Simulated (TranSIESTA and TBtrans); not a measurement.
System: Ga chain with one bond stretched by 2.0 Å. Leads: straight Ga chain, spacing 2.422 Å. Geometry: as built, not relaxed. Transport runs along z; the first 6 and the last 6 of the 20 atoms are the lead cells, repeated to infinity.

```xyz
20
Lattice="9.000 0.000 0.000 0.000 9.000 0.000 0.000 0.000 50.440" Properties=species:S:1:pos:R:3 pbc="F F T"
Ga     4.500     4.500     0.000
Ga     4.500     4.500     2.422
Ga     4.500     4.500     4.844
Ga     4.500     4.500     7.266
Ga     4.500     4.500     9.688
Ga     4.500     4.500    12.110
Ga     4.500     4.500    14.532
Ga     4.500     4.500    16.954
Ga     4.500     4.500    19.376
Ga     4.500     4.500    21.798
Ga     4.500     4.500    26.220
Ga     4.500     4.500    28.642
Ga     4.500     4.500    31.064
Ga     4.500     4.500    33.486
Ga     4.500     4.500    35.908
Ga     4.500     4.500    38.330
Ga     4.500     4.500    40.752
Ga     4.500     4.500    43.174
Ga     4.500     4.500    45.596
Ga     4.500     4.500    48.018
```

Run with TranSIESTA and TBtrans (open boundaries, self-consistent; PseudoDojo norm-conserving potentials, scalar-relativistic): PAO.BasisSize DZP, PAO.EnergyShift 0.15 eV, XC.Authors PBE, Mesh.Cutoff 200 Ry, ElectronicTemperature 300 K, TS.Voltage 0.0 eV, TBT.Elecs.Eta 0.001 eV, no spin polarisation.

Energies count from the leads' Fermi level. Transmissions are for one spin of a degenerate pair. The energy step is 0.01 eV; narrower resonances are cut or missed.

| E (eV) | T |
|---|---|
| -0.20 | 0.0882 |
| -0.15 | 0.115 |
| -0.10 | 0.143 |
| -0.05 | 0.163 |
| 0.00 | 0.173 |
| 0.05 | 0.175 |
| 0.10 | 0.173 |
| 0.15 | 0.169 |
| 0.20 | 0.166 |

**Question.** Give the zero-bias conductance in μS and the resistance at 300 K.

**Answer.** At the Fermi level T = 0.173. Averaged with −∂f/∂E over the full grid (kT = 25.9 meV) it is 0.170. With G0 = 2e²/h = 77.48 μS, G = 13.2 μS and R = 1/G = 75.8 kΩ.

**Question.** The eigenchannels at the Fermi level transmit 0.0781, 0.0475, 0.0475. What Fano factor of the shot noise follows at low temperature and bias?

**Answer.** F = Σ τ(1 − τ)/Σ τ = 0.162/0.173 = 0.94.

The straight chain is held at its spacing; free chains may zigzag or dimerise. No spin-polarised start was tried, so a magnetic state, if there is one, is missed.
